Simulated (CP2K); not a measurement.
**Short convergence ladders for Cs (Im-3m, 1 atom in the cell)**

```
CELL_PARAMETERS angstrom
      5.25634     0.00000     0.00000
     -1.75211     4.95573     0.00000
     -1.75211    -2.47786     4.29178
ATOMIC_POSITIONS crystal
  Cs 0.00000 0.00000 0.00000
```

Base method: PBEsol, GPW, DZVP-MOLOPT-SR-GTH basis, GTH-PBE potentials (GTH_POTENTIALS) (CP2K 2026.2).

Base settings: CUTOFF = 500 Ry; REL_CUTOFF = 50 Ry; SMEAR/METHOD = GAUSSIAN; SIGMA = 0.1 eV; KPOINTS/SCHEME = MACDONALD 4 4 4 0.125 0.125 0.125; XC_FUNCTIONAL = PBE:PBESOL; Cs/BASIS_SET = DZVP-MOLOPT-SR-GTH; Cs/POTENTIAL = GTH-PBE-q9; METHOD = GPW; EPS_DEFAULT = 1e-10.

**The k-point mesh at a smearing width of 0.05 eV**

In this ladder: SIGMA = 0.05 eV.

The second cell is the first with its lattice scaled by 0.98.

Only quantities that move along the ladder and can be compared are tabulated.

| KPOINTS/SCHEME | free energy less the last step's (meV/atom) | energy of the compressed cell less the first (meV/atom) | pressure (GPa) |
|---|---|---|---|
| MONKHORST-PACK 3 3 3 | -72.13 | 0.32 | -0.05 |
| MACDONALD 4 4 4 0.125 0.125 0.125 | 54.25 | 8.54 | 0.13 |
| MONKHORST-PACK 5 5 5 | -0.89 | 3.94 | 0.03 |
| MACDONALD 6 6 6 0.08333333333 0.08333333333 0.08333333333 | 12.53 | 5.49 | 0.07 |
| MONKHORST-PACK 7 7 7 | -0.88 | 4.81 | 0.05 |
| MONKHORST-PACK 9 9 9 | -1.51 | 4.86 | 0.05 |
| MACDONALD 10 10 10 0.05 0.05 0.05 | 1.92 | 5.17 | 0.06 |
| MACDONALD 12 12 12 0.04166666667 0.04166666667 0.04166666667 | 0.49 | 5.16 | 0.06 |
| MONKHORST-PACK 15 15 15 | 0.00 | 4.77 | 0.05 |

Coarsest KPOINTS/SCHEME that holds the energy of the compressed cell less the first within 2 meV/atom of the last step, with all finer ones: MONKHORST-PACK 5 5 5; the step before is off by 3.8 meV/atom.

Coarsest KPOINTS/SCHEME that holds the pressure within 0.05 GPa of the last step, with all finer ones: MONKHORST-PACK 5 5 5; the step before is off by 0.08 GPa.

Coarsest KPOINTS/SCHEME that holds the free energy within 5 meV/atom of the last step, with all finer ones: MONKHORST-PACK 7 7 7; the step before is off by 13 meV/atom.

The energy difference between the two cells stays within 1 meV/atom of the last step's from MONKHORST-PACK 5 5 5 on, the total only from MACDONALD 12 12 12 0.04166666667 0.04166666667 0.04166666667 on: much of the error is common to both cells and cancels.

**The width of Gaussian smearing**

In this ladder: KPOINTS/SCHEME = MONKHORST-PACK 7 7 7.

Narrow widths need finer meshes than wide ones, so the last steps can hold mesh noise.

Only quantities that move along the ladder and can be compared are tabulated; pressure and forces are left out, as mesh noise rules them at narrow widths.

| SIGMA | free energy less the last step's (meV/atom) | energy extrapolated to zero width less the last step's (meV/atom) |
|---|---|---|
| 1 eV | -245.08 | -11.09 |
| 0.5 eV | -56.18 | -2.25 |
| 0.3 eV | -13.70 | -0.46 |
| 0.2 eV | 0.00 | 0.00 |

Widest SIGMA that holds the free energy within 5 meV/atom: not settled: the last two steps still differ by 14 meV/atom, over half the tolerance, so the ladder does not show it.

Widest SIGMA that holds the energy extrapolated to zero width within 2 meV/atom of the last step, with all finer ones: 0.3 eV; the step before is off by 2.3 meV/atom.

The extrapolation to zero width removes most of the smearing's effect on the energy.

On the base run: the starting cell has typed, rounded lattice constants, without a prior relaxation at this level. Its lattice was rescaled by up to half a per cent. Values carry the incompleteness of an atom-centred basis. The potentials were made for another functional than the one used.

Left out of this page: 1 run of the series outside the window shown, repeating another row's setting, or not comparable.
